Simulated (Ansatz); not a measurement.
**SnSe (model structure, started from the CdTe type, Fm-3m, No. 225, 6 atoms in the cell)**

These are LDA (Ansatz, a quantum-chemistry and plane-wave program, PAW) values and carry that method's errors.

Numerical settings: plane-wave cutoff 520 eV, 18×18×6 k mesh (along the axes of the cell as run), Fermi–Dirac smearing 0.05 eV, scalar-relativistic PAW data made under PBE.

Cell (relaxed at this level):

```cif
data_Se4Sn4
_chemical_formula_sum 'Sn4 Se4'
_space_group_name_H-M_alt 'Fm-3m'
_space_group_IT_number 225
_space_group_name_Hall '-F 4 2 3'
_cell_length_a 5.89687
_cell_length_b 5.89687
_cell_length_c 5.89687
_cell_angle_alpha 90.000
_cell_angle_beta 90.000
_cell_angle_gamma 90.000
loop_
_atom_site_label
_atom_site_type_symbol
_atom_site_symmetry_multiplicity
_atom_site_Wyckoff_symbol
_atom_site_fract_x
_atom_site_fract_y
_atom_site_fract_z
_atom_site_occupancy
Sn1 Sn 4 a 0.00000 0.00000 0.00000 1
Se1 Se 4 b 0.50000 0.50000 0.50000 1
```
(The calculation used a cell of 6 atoms; values per cell refer to that cell.)

```yaml
band_gap: 0.06 eV (under three smearing widths, so not firm)
direct gap at Γ: 2.05 eV
```

Note: the relaxation could raise the start's symmetry but not lower it, so the cell can be a saddle point.

Spin–orbit coupling is not included; it can close the smallest gap of 0.06 eV.

The computed numbers hold no vibrational or temperature effects.

It cost around 3 core-minutes (rough) of CPU time.

A model structure was made by putting elements into a prototype or built by hand; it is no filed structure, need not be a known phase, and can be a saddle point held by its symmetry.
